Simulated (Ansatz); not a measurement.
Reference: monolayer SnS, PBE, rigid bands (plane waves, PAW, scalar-relativistic; Ansatz, a program for electronic structure); axes and stresses refer to this cell.

```yaml
crystal:
  lattice:
    - [4.07998, 0.00000, 0.00000]
    - [0.00000, 4.31556, 0.00000]
    - [0.00000, 0.00000, 18.86692]
  atoms:
    - { symbol: Sn, position: [0.75000, 0.89652, 0.57555] }
    - { symbol: Sn, position: [0.25000, 0.39652, 0.42445] }
    - { symbol: S, position: [0.25000, 0.47808, 0.56057] }
    - { symbol: S, position: [0.75000, 0.97808, 0.43943] }
```

* **electron conductivity mass**: 0.21 mₑ
* **hole conductivity mass**: 0.28 mₑ
* **band gap**: 1.50 eV

**Question.** Change: biaxial strain +1 %. What happens to electron conductivity mass, hole conductivity mass, band gap?

**Answer.** electron conductivity mass increases to 0.23 mₑ; hole conductivity mass increases to 0.31 mₑ; band gap increases to 1.61 eV.

**Question.** Change: biaxial strain +2 %. What happens to electron conductivity mass, hole conductivity mass, band gap?

**Answer.** electron conductivity mass grows to 0.24 mₑ; hole conductivity mass increases to 0.38 mₑ; band gap increases to 1.66 eV.

**Question.** Change: biaxial strain +3 %. What happens to electron conductivity mass, hole conductivity mass, band gap?

**Answer.** electron conductivity mass grows to 0.25 mₑ; hole conductivity mass grows to 0.55 mₑ; band gap rises to 1.70 eV.

**Question.** Change: biaxial strain +5 %. What happens to electron conductivity mass, hole conductivity mass, band gap?

**Answer.** electron conductivity mass increases to 0.29 mₑ; hole conductivity mass goes up to 1.36 mₑ; band gap increases to 1.69 eV.

**Question.** Change: biaxial strain -1 %. What happens to electron conductivity mass, hole conductivity mass, band gap?

**Answer.** electron conductivity mass decreases to 0.20 mₑ; hole conductivity mass shrinks to 0.25 mₑ; band gap falls to 1.40 eV.

**Question.** Change: biaxial strain -3 %. What happens to electron conductivity mass, hole conductivity mass, band gap?

**Answer.** electron conductivity mass rises to 0.42 mₑ; hole conductivity mass shrinks to 0.23 mₑ; band gap decreases to 1.30 eV.

Masses are for dilute carriers at 300 K, harmonic means over directions unless an axis is named. Spin-orbit coupling is left out unless a row names it. The structure type is held under load, also where the real crystal would transform.
